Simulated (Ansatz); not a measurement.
Take HfO2 in the fluorite structure (space group Fm-3m, No. 225) as the base.

```
CELL_PARAMETERS angstrom
      0.00000     2.50052     2.50052
      2.50052     0.00000     2.50052
      2.50052     2.50052     0.00000
ATOMIC_POSITIONS crystal
  Hf 0.00000 0.00000 0.00000
  O  0.25000 0.25000 0.25000
  O  0.75000 0.75000 0.75000
```

Cartesian axes are those of the cell as printed.

Method: plane-wave PAW DFT at the LDA level (Ansatz, a first-principles code, 420 eV), no spin-orbit coupling.

Before the change:

The smallest direct gap is 3.66 eV. The electron mass is 1.1 mₑ along k, 0.68 mₑ across (at X).

The change: uniaxial strain ε_zz = −1.50 %, all other strain components held at zero, atoms relaxed at fixed cell.

Question: Estimate the effect on the stress, smallest direct gap and electron mass.

Answer: The stress (xx, yy, zz, yz, xz, xy; compression positive) comes out as (1.91, 1.91, 9.40, 0.00, 0.00, 0.00) GPa; the smallest direct gap shrinks by 0.08 eV (3.66 eV → 3.58 eV); the electron mass becomes 1.1 mₑ along k, 0.67 mₑ across (at X) (base: 1.1 mₑ along k, 0.68 mₑ across (at X)).

With Hf present, leaving out spin-orbit coupling can change the band edges. Effective masses come from finite differences of ±0.01 Å⁻¹. Along k means along the line from Γ to the band edge. No phonon test of stability was made. This is not the structure that HfO2 has at room temperature and ambient pressure.
